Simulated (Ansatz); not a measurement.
The reference is Na2CO3 (space group C2/m, No. 12; a = 8.844 Å, b = 5.282 Å, c = 6.022 Å, α = 90.00°, β = 102.76°, γ = 90.00°).

Calculations: PBEsol (Ansatz, an electronic-structure program; PAW; 420 eV plane waves; scalar-relativistic without spin-orbit coupling).

One change was made to it. Results:

```json
[
 {"quantity": "density", "base": "2.57 g/cm³", "after": "2.78 g/cm³"},
 {"quantity": "gap character", "base": "indirect, A → Γ", "after": "indirect, A → Γ"},
 {"quantity": "mean gap deformation potential ΔEg/Δln V", "base": "–", "after": "-5.4 eV"},
 {"quantity": "smallest direct gap", "base": "3.99 eV", "after": "4.46 eV"}
]
```

Task: What was done to the base?
(A) pressure 4.2 GPa
(B) pressure −2 GPa
(C) pressure 1.8 GPa
(D) pressure −1 GPa

Result: A, pressure 4.2 GPa. For comparison, the smallest direct gap in the other runs: pressure −2 GPa gives 3.64 eV; pressure −1 GPa gives 3.84 eV; pressure 1.8 GPa gives 4.22 eV.

Load acts through the strain it causes; cell and atoms are relaxed under it. Whether these cells are dynamically stable was not tested.
